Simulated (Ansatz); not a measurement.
The starting structures come from a database of crystals and need not be the phases stable at ambient conditions.

Given:

```xyz
10
Lattice="7.3493 0.0000 0.0000 3.6231 6.3941 0.0000 3.4346 2.0015 7.2703" Properties=species:S:1:pos:R:3 pbc="T T T"
Rb     3.7720     2.1981     1.6603
Rb    10.6350     6.1975     5.6100
Au     0.0000     0.0000     0.0000
Au     7.2035     4.1978     3.6351
Br     8.8890     2.9196     5.9523
Br     5.5180     5.4760     1.3180
Br     7.4847     2.1012     1.3180
Br     6.9224     6.2944     5.9523
Br     9.1076     5.3074     2.6031
Br     5.2994     3.0882     4.6672
```

Space group of this cell: C2/m. The cell is taken as given.

Transport runs along the normal of the first two printed cell vectors.

No gap correction and no spin-orbit coupling; mid-gap values are interpolated between computed energies.

Task: Give the band gap and the smallest decay constant κ at mid-gap that r2SCAN (Ansatz, a quantum-chemistry and plane-wave program) yields.

Result: Gap 0.74 eV on a 6×6×4 mesh; κ = 0.088 1/Å, at (-0.333, 0.167) of the in-plane reciprocal vectors. At the zone centre, at the nearest computed energy, the slowest state has κ = 0.27 1/Å.
